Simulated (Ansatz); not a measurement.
# Amorphous Si$_{18}$Na$_{12}$O$_{42}$

The cell was made by melting and quenching with the CHGNet potential and then relaxed with DFT. O atoms were pushed apart under 1.9 Å during the dynamics, to hinder bonds among them. The hot cell started wider than the set density and was brought back towards it in steps. It is the lowest in DFT energy of 2 quenches. It is a model cell: composition and starting density were chosen by hand, and all elements were melted together. No dispersion term was used.

Methods: PBE, scalar-relativistic without spin-orbit coupling (Ansatz, an electronic-structure program); r2SCAN, scalar-relativistic without spin-orbit coupling (Ansatz); HSE06, scalar-relativistic without spin-orbit coupling (Ansatz). Geometry, pressure, stress and energy are those of the PBE run. Its sampling: a 2×2×2 Γ-centred mesh; Fermi-Dirac width 0.02 eV; no spin polarisation. Other functionals are single points at the zone centre (r2SCAN at 500 eV; exact exchange cut at the cell's faces), free to take moments where seeds were set. At PBE the levels at the filled edge of the gap are localised (band-tail or defect states), and the nearest spread-out levels lie 4.3 eV apart at the zone centre.

The number of atoms in the cell is 72. The density (volume relaxed, without dispersion) is 2.23 g/cm³ and the volume per atom comes out as 15.00 Å³. The pressure on a 2×2×2 Γ-centred mesh is 0.02 GPa and the largest force and stress component on that mesh (the relaxation ran on the zone centre alone) is 0.02 eV/Å and 0.0 GPa. The level gap on a 2×2×2 Γ-centred mesh (PBE) comes out as 3.63 eV, the level gap at the zone centre (PBE) comes out as 3.63 eV and the level gap at the zone centre (r2SCAN) is 4.19 eV. The level gap at the zone centre (HSE06) comes out as 5.24 eV.

Bonds are counted up to Si-Si 2.60 Å, Si-Na 3.05 Å, Si-O 1.92 Å, Na-Na 3.65 Å, Na-O 2.78 Å, O-O 1.58 Å. Two cations that share two anions don't count as bonded, nor two that share one unless they lie closer than Si-Si 2.38 Å, Si-Na 2.96 Å, Na-Na 3.55 Å.

| Quantity | Result |
|---|---|
| Mean coordination of Si by anions | 4.00 (18 with 4) |
| Mean coordination of Na by anions | 3.83 (3 with 3, 8 with 4, 1 with 5); 14 close contacts or bonds to cations besides |
| Mean coordination of O | 2.81 (19 with 2, 12 with 3, 11 with 4) |
| Mean Si-O bond | 1.644 Å (spread 0.036 Å, 72 counted) |
| Mean Na-O bond | 2.402 Å (spread 0.160 Å, 46 counted) |

Its density started from a set value of 2.35 g/cm³. Cooling (nominally 260 K/ps over its main leg) ran many orders faster than in experiment, which tends to leave more defects and strain. Values belong to this one cell and scatter from quench to quench. Volume and shape were free in the relaxation.
